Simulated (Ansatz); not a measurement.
BeS (model structure, started from the CdTe type, P6₄22, No. 181, 6 atoms in the cell), treated with PBE0 in Ansatz (plane waves, PAW).

Run with plane-wave cutoff 460 eV, 9×9×4 k mesh (along the axes of the cell as run), Fermi–Dirac smearing 0.01 eV, scalar-relativistic PAW data made under PBE.

Cell (relaxed with PBEsol):

Space group P6₄22 (No. 181); a = 3.4236 Å, b = 3.4236 Å, c = 7.7459 Å, α = 90.00°, β = 90.00°, γ = 120.00°

| atom | site | symmetry | x | y | z |
|---|---|---|---|---|---|
| Be | 3c | 222 | 0.5000 | 0.0000 | 0.0000 |
| S | 3d | 222 | 0.5000 | 0.0000 | 0.5000 |

Task: Predict the band gap, smallest direct gap on the k points sampled and Γ–Γ gap.

Result: 
band gap: 4.23 eV (indirect)
smallest direct gap on the k points sampled: 5.59 eV
Γ–Γ gap: 5.77 eV

Note: the relaxation could raise the start's symmetry but not lower it, so the cell can be a saddle point; cell and atoms aren't relaxed at this level (pressure 1.2 GPa).

Computing time: around 6 core-minutes (rough).

A model structure was made by putting elements into a prototype or built by hand; it is no filed structure, need not be a known phase, and can be a saddle point held by its symmetry.

Ansatz is a program for electronic structure.
